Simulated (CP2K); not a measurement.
A self-consistent single point of LaAl₂ (P1, 6 atoms in the cell) with CP2K.

Method: PBEsol, GPW, DZVP-MOLOPT-SR-GTH basis, GTH-PBE potentials (GTH_POTENTIALS) (CP2K).

The change in words: atoms moved at random. Reference geometry:
```
LaAl2
1.0
    5.74802     0.00000     0.00000
    2.87401     4.97793     0.00000
    2.87401     1.65931     4.69324
La Al
2 4
Direct
  0.00000   0.00000   0.00000
  0.25000   0.25000   0.25000
  0.62500   0.62500   0.62500
  0.12500   0.62500   0.62500
  0.62500   0.62500   0.12500
  0.62500   0.12500   0.62500
```

Reference input (self-consistent single point, DFT PBEsol, GPW, DZVP-MOLOPT-SR-GTH basis, GTH-PBE potentials (GTH_POTENTIALS)): CUTOFF = 500 Ry; REL_CUTOFF = 60 Ry; SMEAR/METHOD = GAUSSIAN; SIGMA = 0.272 eV; KPOINTS/SCHEME = MONKHORST-PACK 5 5 5; XC_FUNCTIONAL = PBE:PBESOL; La/BASIS_SET = DZVP-MOLOPT-SR-GTH-q11; La/POTENTIAL = GTH-PBE-q11; Al/BASIS_SET = DZVP-MOLOPT-SR-GTH-q3; Al/POTENTIAL = GTH-PBE-q3; METHOD = GPW; EPS_DEFAULT = 1e-10. This run's input differs from it in these lines:

```diff
@@ -73,8 +73,8 @@
       SCALED
-      La       0.00000000     0.00000000     0.00000000
-      La       0.25000000     0.25000000     0.25000000
-      Al       0.62500000     0.62500000     0.62500000
-      Al       0.12500000     0.62500000     0.62500000
-      Al       0.62500000     0.62500000     0.12500000
-      Al       0.62500000     0.12500000     0.62500000
+      La      -0.00848500     0.00618600    -0.00484900
+      La       0.25376400     0.24046400     0.25074800
+      Al       0.61779900     0.64225500     0.62577500
+      Al       0.12384500     0.62277200     0.63183400
+      Al       0.63269700     0.61097800     0.12785400
+      Al       0.63038000     0.12734600     0.61863800
     &END COORD
```

Output (repeated stretches shortened):

```
 SCF WAVEFUNCTION OPTIMIZATION

  Step     Update method      Time    Convergence         Total energy    Change
     1 NoMix/Diag. 0.20E+00      -     1.22619262       -72.8380418644 -7.28E+01
     2 Broy./Diag. 0.20E+00      -     0.02157702       -72.0929912248  7.45E-01
     3 Broy./Diag. 0.20E+00      -     0.08249084       -71.7622274365  3.31E-01
     4 Broy./Diag. 0.20E+00      -     0.00734608       -71.7498389775  1.24E-02
     5 Broy./Diag. 0.20E+00      -     0.00466888       -71.6583390534  9.15E-02
     6 Broy./Diag. 0.20E+00      -     0.00053835       -71.6259323366  3.24E-02
   [... 2 lines left out ...]
     9 Broy./Diag. 0.20E+00      -     0.00003327       -71.6326762516 -3.51E-04
    10 Broy./Diag. 0.20E+00      -     0.00000618       -71.6327497985 -7.35E-05
    11 Broy./Diag. 0.20E+00      -     0.00000300       -71.6327412284  8.57E-06
    12 Broy./Diag. 0.20E+00      -     0.00000042       -71.6327440281 -2.80E-06
  *** SCF run converged in    12 steps ***

  Overlap energy of the core charge distribution:               0.00000000000000
  Self energy of the core charge distribution:               -150.16933962093552
  Core Hamiltonian energy:                                     29.80725455480126
  Hartree energy:                                              60.59932112791159
  Exchange-correlation energy:                                -11.86489632542827
  Smearing free energy correction:                             -0.00508376374459
  Fermi energy:                                                 0.30769872205413

  Total energy:                                               -71.63274402807217
  Total energy (extrapolated to sigma->0):                    -71.63020214619988

                     Mulliken Population Analysis

   [... lines left out ...]

 STRESS| Analytical stress tensor [bar]
 STRESS|                        x                   y                   z
 STRESS|      x       -2.15741207443E+03   2.80955291728E+02   5.35837259488E+02
 STRESS|      y        2.80955291728E+02   1.03171618965E+02  -1.10376157476E+03
 STRESS|      z        5.35837259488E+02  -1.10376157476E+03  -1.48597743269E+03
 STRESS| 1/3 Trace                                            -1.18007262938E+03
```

The run converged in 12 iterations. Against the reference run the free energy rises by 7.9 meV/atom, the pressure goes from -0.26 to -0.12 GPa and the largest force goes from 0.000 to 0.390 eV/Å.

The starting cell comes from a database of computed structures (which also holds hypothetical and non-ambient phases and stackings), without a prior relaxation at this level. For this run, on top of that: atoms moved at random. Values carry the incompleteness of an atom-centred basis. The potentials were made for another functional than the one used.

Cost on one core of a shared machine: roughly 2 min.
